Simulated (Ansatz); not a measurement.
The reference is CdSe in the wurtzite structure (space group P6_3mc, No. 186; a = 4.383 Å, c = 7.154 Å).

One thing is altered: cell and atoms relaxed at a pressure of 9 GPa.

Levels (all Ansatz, a quantum-chemistry and plane-wave program, PAW): PBE (420 eV, without spin-orbit coupling); r2SCAN (500 eV, no spin-orbit coupling); HSE06 (420 eV, no spin-orbit coupling); PBE+SOC (420 eV, spin-orbit coupling included).

At the geometry relaxed with PBE, these levels gave the following band gaps, in shuffled order: (a) 1.82 eV, (b) 0.73 eV, (c) 0.85 eV, (d) 1.36 eV.

Task: Match each gap to its level.

Result: (a) HSE06; (b) PBE+SOC; (c) PBE; (d) r2SCAN.

Single points use the geometry relaxed with PBE. The spin-orbit shifts are approximate. Load acts through the strain it causes; cell and atoms are relaxed under it. No phonon test of stability was made. Measured, CdSe leaves this structure (for rock salt) near 2.72 GPa (temperature not stated; as listed in Datta, Sujoy, Jana, Debnarayan, arXiv (2020)), on rising pressure, with hysteresis.
